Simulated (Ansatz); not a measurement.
Start from MgTe in the zinc blende structure (space group F-43m, No. 216).

```
MgTe
1.0
    0.00000     3.21965     3.21965
    3.21965     0.00000     3.21965
    3.21965     3.21965     0.00000
Mg Te
1 1
Direct
  0.00000   0.00000   0.00000
  0.25000   0.25000   0.25000
```

Cartesian axes are those of the cell as printed.

Level of theory: DFT with PBEsol, PAW potentials and a 420 eV plane-wave cutoff in Ansatz (a program for electronic structure), spin-orbit coupling left out.

Before the change:

```
Property    Value
--------  -------
Band gap  2.35 eV
```

Now apply this change: the cell is compressed by 2.00 % along z with no lateral relaxation; the atoms relax in the strained cell.

### Question
How does this affect the energy relative to the base?

### Answer
The energy goes up by 1.9 meV/atom.

### Question
What does the calculation give for the band gap after the change?

### Answer
The band gap goes up by 0.05 eV, from 2.35 eV to 2.40 eV.

Spin-orbit coupling, missing from the scalar runs, can matter with Te. Stability against distortions was not tested.
